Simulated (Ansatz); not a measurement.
Band structure of a (001) slab of GaSiNi6 (cut from a parent of space group no. 123; 16 atoms in the cell).

```
GaNi6Si
1.0
    3.50308     0.00000     0.00000
    0.00000     3.50308     0.00000
    0.00000     0.00000    22.17690
Ga Si Ni
2 2 12
Direct
  0.00000   0.00000   0.45927
  0.00000   0.00000   0.77454
  0.00000   0.00000   0.30162
  0.00000   0.00000   0.61690
  0.50000   0.50000   0.45927
  0.50000   0.50000   0.30162
  0.50000   0.00000   0.22546
  0.50000   0.00000   0.37779
  0.00000   0.50000   0.22546
  0.00000   0.50000   0.37779
  0.50000   0.50000   0.77454
  0.50000   0.50000   0.61690
  0.50000   0.00000   0.54074
  0.50000   0.00000   0.69307
  0.00000   0.50000   0.54074
  0.00000   0.50000   0.69307
```

Computed with PBEsol, default PAW files made with PBE (plane waves; Ansatz, a first-principles code).

Settings: basis.ecutwfc = 420 eV; kpoints.mp_grid.grid = 5 5 1; hamiltonian.xc = pbesol; hamiltonian.pseudopotentials = {kind: paw} (the program's default PAW files); scf.occupations.method = fermi_dirac; scf.occupations.width = 0.1 eV; kpoints.band_path.path = [[0.5, 0.5, 0.0], [0.0, 0.0, 0.0], [0.0, 0.5, 0.0], [0.5, 0.5, 0.0]]; kpoints.band_path.npoints = 10.

The starting cell comes from a database of computed structures (which also holds hypothetical and non-ambient phases and stackings), without a prior relaxation at this level. The slab is cut from that crystal, and its faces are unrelaxed. Spin polarisation is off. The two faces of this cut differ, and no dipole correction was used.

Levels in eV from the Fermi level, bands 122 to 129:
```tsv
point	122	123	124	125	126	127	128	129
M	-0.51	-0.46	-0.24	-0.16	-0.16	-0.08	0.12	0.16
Γ	-0.09	0.03	0.07	0.09	0.25	0.38	0.40	0.40
X	-0.60	-0.57	-0.47	-0.20	0.03	0.35	0.69	1.08
```

Bands cross the Fermi level along this path, so the cell is metallic at this level.

Keys are those of Ansatz 0.2.
